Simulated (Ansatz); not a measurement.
Input and output of a relaxation of cell and atoms for CoPd₃ (Pm-3m, 4 atoms in the cell) (Ansatz, an electronic-structure program).

Computed with PBEsol, default PAW files made with PBE (plane waves; Ansatz).

The change in words: atoms on their sites; basis.ecutwfc: 30.9 Ry → 15.4 Ry; relax: default → cell and atoms. Reference geometry:
```yaml
crystal:
  lattice:
    - [3.83882, 0.00000, 0.00000]
    - [0.00000, 3.83882, 0.00000]
    - [0.00000, 0.00000, 3.83882]
  atoms:
    - { symbol: Co, position: [0.00000, 0.00000, 0.01303], spin: 3.0 }
    - { symbol: Pd, position: [0.00000, 0.50000, 0.50000], spin: 1.0 }
    - { symbol: Pd, position: [0.50000, 0.00000, 0.50000], spin: 1.0 }
    - { symbol: Pd, position: [0.50000, 0.50000, 0.00000], spin: 1.0 }
```
(The spins are starting values, not results.)

Reference input (self-consistent single point, DFT, PBEsol, plane waves, default PAW files made with PBE): basis.ecutwfc = 30.9 Ry; kpoints.mp_grid.grid = 5 5 5; hamiltonian.xc = pbesol; hamiltonian.pseudopotentials = {kind: paw} (the program's default PAW files); magnetization.spin_polarized = true; scf.occupations.method = fermi_dirac; scf.occupations.width = 0.0073 Ry. This run's input differs from it in these lines:

Ansatz 0.2 input:
```diff
@@ -7,3 +7,3 @@
   atoms:
-    - { symbol: Co, position: [0.000000, 0.000000, 0.013025], spin: 3.0 }
+    - { symbol: Co, position: [0.000000, 0.000000, 0.000000], spin: 3.0 }
     - { symbol: Pd, position: [0.000000, 0.500000, 0.500000], spin: 1.0 }
@@ -12,3 +12,3 @@
 basis:
-  ecutwfc: 30.9 Ry
+  ecutwfc: 15.4 Ry
 kpoints:
@@ -22,2 +22,4 @@
   occupations: { method: fermi_dirac, width: 0.0073 Ry }
+relax:
+  cell: {}
 output:
```

Output, abridged:

```
   [... SCF lines of the steps left out ...]
relax step   1: F+E_penalty+E_count = -25770.15253161 eV  Δ(F+E_penalty+E_count) = +0.000e0 eV  max|allowed force component| = 6.114e-29 eV/Å  Δτ_max = 0.0000 Å  P = -0.357 GPa  Ω = 56.571 Å³  (15 SCF iters, dr2 threshold 1.00e-7 eV, accepted)
relax step   2: F+E_penalty+E_count = -25770.71752676 eV  Δ(F+E_penalty+E_count) = -5.650e-1 eV  max|allowed force component| = 1.860e-29 eV/Å  Δτ_max = 0.0000 Å  P = +6.127 GPa  Ω = 56.412 Å³  energy of the carried Pulay correction = +5.679e-1 eV  [...]
   [... lines left out ...]
relax step 119: F+E_penalty+E_count = -25770.31356607 eV  Δ(F+E_penalty+E_count) = -5.699e-2 eV  max|allowed force component| = 2.353e-29 eV/Å  Δτ_max = 0.0000 Å  P = -0.006 GPa  Ω = 56.526 Å³  energy of the carried Pulay correction = +5.695e-2 eV  [...]
relax step 120: F+E_penalty+E_count = -25769.57763443 eV  Δ(F+E_penalty+E_count) = +7.359e-1 eV  max|allowed force component| = 6.574e-30 eV/Å  Δτ_max = 0.0000 Å  P = +0.663 GPa  Ω = 56.526 Å³  stress off target by 6.63e-1 GPa  SCF on the basis [...]
basis re-selected at this cell: Δ(F+E_penalty+E_count) = +7.359e-1 eV, ΔP = +0.669 GPa vs the last step
   [... lines left out ...]
Absolute magnetization: 2.9492 μB (∫|ρ↑−ρ↓|, with the PAW one-centre terms)
Free energy (F): -25769.577634 eV
Fermi energy:    18.626170 eV
Error: variable-cell relaxation did not converge after 120 `relax_step` rows, as none of its last 59 fresh-basis SCF(s) at a relaxed cell met both thresholds with a finite energy. The last misses `relax.cell.stress_tol`: largest allowed force component 6.57e-30 eV/Å (`relax.f_tol` 1.00e-2 eV/Å), stress off the target on the free part of the cell 6.63e-1 GPa (`relax.cell.stress_tol` 5.00e-2 GPa), F+E_penalty+E_count -25769.57763443 eV. The closest is row 4, whose structure comes with this error. Larger ratio of force or stress to its threshold at each such SCF whose figures are numbers: 8.945, 11.210, 14.046, 12.196, 15.044, 10.745, 13.436, 12.898, 13.575, 12.770, 13.746, 12.573, [...]
   [... lines left out ...]
to start a new deck from the relaxed geometry:
  cell:  # Å, volume = 56.5621 Å³
    - [3.838620565700129, 6.419766481290786e-35, 0.0]
    - [6.419766481290786e-35, 3.838620565700129, 0.0]
    - [0.0, 0.0, 3.838620565700129]
  atoms:
    - { symbol: Co, position: [-2.3408739312684375e-47, -3.2677174167452815e-49, -8.317826151715262e-49] }
    - { symbol: Pd, position: [6.534909716175418e-48, 0.49999999999999994, 0.49999999999999994] }
    - { symbol: Pd, position: [0.49999999999999994, -5.639533538294533e-49, 0.49999999999999994] }
    - { symbol: Pd, position: [0.49999999999999994, 0.49999999999999994, 3.5647826364493974e-49] }
```

The relaxation ended unconverged. 

The starting cell comes from a database of computed structures (which also holds hypothetical and non-ambient phases and stackings), without a prior relaxation at this level. Its lattice was rescaled by up to half a per cent. The cutoff lies below the one recommended for these files.

Cost on one core of a shared machine: roughly 4 min.
